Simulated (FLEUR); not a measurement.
## FLEUR run on Cs (Im-3m, 1 atom in the cell): self-consistent single point

Method: FLEUR with PBEsol, all-electron FLAPW (FLEUR), scalar-relativistic valence.

This input was run:

Input of the input generator:

```
Cs
&input film=f /
-5.7348463567 5.7348463567 5.7348463567
5.7348463567 -5.7348463567 5.7348463567
5.7348463567 5.7348463567 -5.7348463567
1.0
1.0 1.0 1.0

1
55 0.0000000000 0.0000000000 0.0000000000

&comp jspins=1 /
&exco xctyp='PBEs' /
&kpt div1=4 div2=4 div3=4 gamma=t /
&end /
```

```xml
<?xml version="1.0" encoding="UTF-8" standalone="no"?>
<fleurInput fleurInputVersion="0.39">
   <comment>
      Cs                                                                                                  
   </comment>
   <calculationSetup>
      <cutoffs Kmax="3.8" Gmax="15.2" GmaxXC="15.2" numbands="0"/>
      <scfLoop itmax="60" minDistance="0.00001" maxIterBroyd="40" imix="Anderson" alpha="0.05" precondParam="0.0" spinf="2.0"/>
      <coreElectrons ctail="T" frcor="F" kcrel="0" coretail_lmax="0"/>
      <xcFunctional name="PBEs" relativisticCorrections="F"/>
      <magnetism jspins="1"/>
      <soc l_soc="F" theta="0.0" phi="0.0" spav="F"/>
      <expertModes spex="0" secvar="F"/>
      <geometryOptimization l_f="T" forcealpha="1.0" forcemix="BFGS" epsdisp="0.00001" epsforce="0.00001"/>
      <ldaU l_linMix="F" mixParam="0.05" spinf="1.0"/>
   </calculationSetup>
   <cell>
      <bzIntegration valenceElectrons="9.0" mode="hist" fermiSmearingEnergy="0.00367493">
         <kPointListSelection listName="default-1"/>
         <!-- k-points included here -->
         <xi:include xmlns:xi="http://www.w3.org/2001/XInclude" href="kpts.xml"> </xi:include>
      </bzIntegration>
      <!-- symmetry operations included here -->
      <xi:include xmlns:xi="http://www.w3.org/2001/XInclude" href="sym.xml"> </xi:include>
      <bulkLattice scale="1.0">
         <bravaisMatrix>
            <row-1>   -5.7348463567000003     5.7348463567000003     5.7348463567000003</row-1>
            <row-2>    5.7348463567000003    -5.7348463567000003     5.7348463567000003</row-2>
            <row-3>    5.7348463567000003     5.7348463567000003    -5.7348463567000003</row-3>
         </bravaisMatrix>
      </bulkLattice>
   </cell>
   <atomSpecies>
      <species name="Cesium (Cs)" element="Cs" atomicNumber="55">
         <mtSphere radius="2.68" gridPoints="925" logIncrement="0.014"/>
         <atomicCutoffs lmax="10" lnonsphr="8"/>
         <electronConfig flipSpins="F">
            <coreConfig>(1s1/2) (2s1/2) (2p1/2) (2p3/2) (3s1/2) (3p1/2) (3p3/2) (4s1/2) (3d3/2) (3d5/2) (4p1/2) (4p3/2) (4d3/2) (4d5/2)</coreConfig>
            <valenceConfig>(5s1/2) (5p1/2) (5p3/2) (6s1/2)</valenceConfig>
            <stateOccupation state="(6s1/2)" spinUp="0.5" spinDown="0.5"/>
         </electronConfig>
         <energyParameters s="6" p="6" d="5" f="4"/>
         <lo type="SCLO" l="0" n="5" eDeriv="0"/>
         <lo type="SCLO" l="1" n="5" eDeriv="0"/>
      </species>
   </atomSpecies>
   <atomGroups>
      <atomGroup species="Cesium (Cs)">
         <relPos label="                   1">.0000000000 .0000000000 .0000000000</relPos>
         <force calculate="T" relaxXYZ="TTT"/>
      </atomGroup>
   </atomGroups>
   <output dos="F" band="F" slice="F">
      <checks vchk="F" cdinf="F"/>
      <bandDOS minEnergy="-.5*Htr" maxEnergy="0.5*Htr" sigma="0.015" storeEVData="T"/>
      <vacuumDOS vacdos="F" integ="F" star="F" nstars="0" locx1="0.0" locy1="0.0" locx2="0.0" locy2="0.0" nstm="0" tworkf="0.0"/>
      <unfoldingBand unfoldBand="F" supercellX="1" supercellY="1" supercellZ="1"/>
      <plotting iplot="0" polar="F">
         <plot TwoD="T" vec1="  1.0  0.0  0.0" vec2="  0.0  1.0  0.0" vec3="  0.0  0.0  1.0" zero="  0.0  0.0  0.0" file="plot"/>
      </plotting>
      <chargeDensitySlicing numkpt="0" minEigenval="0.0" maxEigenval="0.0" nnne="0" pallst="F"/>
      <specialOutput eonly="F"/>
      <magneticCircularDichroism mcd="F" energyLo="-10.0" energyUp="0.0"/>
   </output>
  <!-- We include the file relax.xml here to enable relaxations (see documentation) -->
  <xi:include xmlns:xi="http://www.w3.org/2001/XInclude" href="relax.xml"> <xi:fallback/> </xi:include>
</fleurInput>
```

Output, abridged:

```
      Welcome to FLEUR        (www.flapw.de)
      MaX-Release 8.1          (www.max-centre.eu)

 ========== k-point set info ==========
 Selected k-point list: default-1
 k-point list type: mesh
 4 x 4 x 4
 Number of k points: 8

 ------------Calculation Setup---------------------------
           1           2           4           8
 Number of basis functions:          709
 Iteration:     1   Distance:       1.68742649 me/bohr^3
 Iteration:     2   Distance:       1.58931468 me/bohr^3
 Iteration:     3   Distance:       0.38514291 me/bohr^3
 Iteration:     4   Distance:       0.20351833 me/bohr^3
 Iteration:     5   Distance:       0.07655287 me/bohr^3
 Iteration:     6   Distance:       0.01393152 me/bohr^3
 Iteration:     7   Distance:       0.01325760 me/bohr^3
 Iteration:     8   Distance:       0.00245835 me/bohr^3
 Iteration:     9   Distance:       0.00015545 me/bohr^3
 Iteration:    10   Distance:       0.00013545 me/bohr^3
 Iteration:    11   Distance:       0.00000707 me/bohr^3

 Run finished successfully
 Stop message:
   Structural relaxation: Done

[file out, last iteration]
             iter=     12
          p o t e n t i a l   g e n e r a t o r
[...]
          integral of pseudo charge density inside the slab=        0.000000   0.000000
     coulomb potential in the interstitial region:
          density-coulomb potential integrals
          total density-coulomb potenti   -12830.0969228823
          density-effective potential integrals for spin  1
          total density-effective poten   -1.3079395148E+04
          charge density-energy density integrals
          total charge density-energy d   -1.8954376341E+02
 Updated energy parameters for spin:           1
  Atom    1 6s branch from -0.57 to  3.08 htr. ; e_l =  0.0061
  Atom    1 6p branch from  0.10 to  3.82 htr. ; e_l =  0.1173
  Atom    1 5d branch from -2.53 to  1.21 htr. ; e_l =  0.0853
  Atom    1 4f branch from -9.99 to  0.70 htr. ; e_l =  0.2634
  Atom    1 5s branch from -7.89 to -0.57 htr. ; e_l(l -0.8017
  Atom    1 5p branch from -5.71 to  0.10 htr. ; e_l(l -0.3372
[...]
 fermi energy and band-weighting factors:
at   0.00000   0.00000   0.00000   k-weight:    0.015625
    8 eigenvalues :
   -0.794031   -0.305610   -0.305610   -0.305610    0.018781    0.174191    0.174191    0.174191
   [... 2 blocks of this kind left out ...]

[...]
FERMIE:
          first approx. to ef    (T=0)  :   0.082618 htr   (energy of the highest occ. eigenvalue)
          number of occ. states  (T=0)  :         37
          first approx. to seigv (T=0)  :  -3.329040 htr
          sum of weights of occ. states :   4.765625
          sum of semicore charge        :   0.000000 e
FERHIS:  Fermi-Energy by histogram:
          bandgap                     :   0.021167 htr
          charge neutrality (T=0)     :   0.531250    (zero if the highest occ. eigenvalue is "entirely" occupied)
     EF_NEWTON:  Adjust Fermi-Energy by Newton-Method.
               Number of iterations needed  :   6
               The error in the weight is   :  0.59708E-12
               The error in ef is           : -0.18791E-13 htr
     -->  new fermi energy            :   0.081633 htr
          valence charge              :   9.000000 e
          actual charge blw ef-8kt    :   8.406250 e
          actual charge blw ef+8kt    :   9.000000 e
          number of occ. states       :        45
          sum of the valence weights  :    4.500000
          entropy         :   0.661926 *kb htr/K =   0.00000 htr/K
          sum of val. single particle energies:        -3.3728613962 htr
 Direct bandgap for spin            1 :    7.3263093079997330E-002  Htr
 at k-point            6  with k-vector   0.25000000000000000       0.25000000000000000       0.75000000000000000
          valence density: spin= 1
[...]
     l-like charge
     atom     s        p        d        f        total
 -->  1    1.89395  4.84643  0.01319  0.00005    6.75362
          total charge for spin  1=    9.000000
          interst. charge =       2.246376
          mt charge=              6.753624
          total charge  =    9.000000
          z= 55.     r(1)=  0.645805E-05     dx= 0.014000     m.t.index= 925
               n    l     j    energy       weight
               1.   0.   0.5-1313.7769      2.0000
               2.   0.   0.5 -205.8547      2.0000
               2.   1.   0.5 -193.6703      2.0000
   [... 11 lines left out ...]
          atom type    1  (spin 1)
          kinetic energy=  0.825504647391E+04     sum of the eigenvalues= -0.478371148676E+04
          0.00203637  electrons lost from core.
          total charge for spin  1=   55.000000
          interst. charge =       2.248413
          mt charge=             52.751587
          total charge  =   55.000000
          zc=    55.000000     qfix=    1.000000
     t o t a l  e n e r g y
          sum of eigenvalues =             -4787.0843481592
          density-coulomb potential int   -12830.0969228823
          density-effective potential i   -13079.3951475637
          charge density-ex.-corr.energ     -189.5437634084
          el.-nucl. inter. diff. m.t.       9453.5303406435
          Madelung term for atom type:       -21.3529824284
 ---->    total energy=                    -7787.1647485169 htr
 ---->    (input%tkb*entropy) TS=              0.0024325301 htr
 ---->    free energy=                     -7787.1671810470 htr
      extrapolation for T->0
 ---->    total electron energy=           -7787.1659647819 htr
 ***** TOTAL FORCES ON ATOMS *****
 TOTAL FORCE FOR ATOM TYPE=  1  X=  0.000   Y=  0.000   Z=  0.000
                       FX_TOT= 0.000000 FY_TOT= 0.000000 FZ_TOT= 0.000000
 Structural relaxation: Done
```

The run converged in 11 iterations. FLEUR gives forces in its relaxation mode, with a further iteration, so its stop message speaks of a relaxation.

The starting cell has typed, rounded lattice constants, without a prior relaxation at this level. Its lattice was rescaled by up to half a per cent. Values depend on the basis (sphere radii, cutoffs, local orbitals), which need not be converged. The log's line on a gap gives a spacing of levels on this mesh, which the program prints for metals too.

Cost on one core of a shared machine: roughly 40 s.
